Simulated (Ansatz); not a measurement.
Take CaC$_{2}$ (space group C2/m, No. 12; a = 7.068 Å, b = 3.777 Å, c = 7.347 Å, α = 90.00°, β = 106.88°, γ = 90.00°; a cell from a computed database, its experimental status unchecked) as the base.

One thing is altered: an isotropic linear strain of +2.83 %; the atoms relax in the strained cell.

Levels (all Ansatz, an electronic-structure program, PAW): PBEsol (420 eV, no spin-orbit coupling); HSE06 (420 eV, scalar-relativistic without spin-orbit coupling).

The geometry is relaxed with PBEsol.

| Item | Result |
|---|---|
| PBEsol lowest conduction level above the VBM at special points | L₂ 2.30 eV; Γ 3.15 eV; V₂ 3.21 eV |

With HSE06 at the same geometry, the lowest conduction level above the VBM at special points goes from L₂ 2.30 eV; Γ 3.15 eV; V₂ 3.21 eV to L₂ 3.66 eV; Γ 4.61 eV; V₂ 4.62 eV.

Single points use the geometry relaxed with PBEsol. The hybrid gap comes from the SCF mesh plus the semilocal run's edge points and a few special points and is an upper bound. The levels and masses belong to the bands next to the band gap. No phonon test of stability was made.
